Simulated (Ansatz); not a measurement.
The parent structure is BaTiO₃ (space group P4mm, No. 99; a = 3.972 Å, c = 4.113 Å). Axes: x, y, z lie along a, b, c of the conventional cell.

All numbers come from r2SCAN (Ansatz, a quantum-chemistry and plane-wave program), no spin-orbit coupling.

Before the change:

| Item | Result |
|---|---|
| Smallest direct gap | 2.70 eV |
| Band gap | 2.23 eV |
| Gap character | indirect, A → Γ |

Now apply this change: compressive biaxial strain of 0.81 % in the plane normal to [001], as in epitaxy on a mismatched substrate; the out-of-plane cell vector and the atoms relax.

### Question
How does this affect the smallest direct gap, band gap, ratio −ε⊥/ε∥ and gap character?

### Answer
The smallest direct gap increases by 0.094 eV to 2.80 eV; the band gap increases by 0.02 eV (2.23 eV → 2.25 eV); the ratio −ε⊥/ε∥ comes out as 1.55; the gap character is still indirect, A → Γ.

Stability against distortions was not tested. The final runs are not spin-polarised.
